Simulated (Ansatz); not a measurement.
Start from an 8-atom supercell of Ge in the diamond structure (space group Fd-3m, No. 227; a = 5.762 Å) at its relaxed geometry.

The values are results of plane-wave PAW DFT at the PBE level (Ansatz, a quantum-chemistry and plane-wave program, 420 eV), no spin-orbit coupling, not measurements.

Base values:

| Property | Result |
|---|---|
| Pressure | 0.0 GPa |
| Mean distance from the defect site to its nearest host atoms | 2.49 Å |

Now apply this change: a neutral Sn on a Ge site, atoms relaxed at fixed cell, starting from a slightly rattled geometry.

### Question
What happens to the pressure, largest displacement of a host atom from its site in the perfect cell and mean distance from the defect site to its nearest host atoms?

### Answer
The pressure goes from zero to 3.9 GPa; the largest displacement of a host atom from its site in the perfect cell amounts to 0.09 Å; the mean distance from the defect site to its nearest host atoms rises by 0.09 Å to 2.58 Å.

In so small a cell the defect repeats every few ångströms: this is an ordered compound, not a dilute defect. All final runs are without spin polarisation. The defect cell is not spin-polarised.
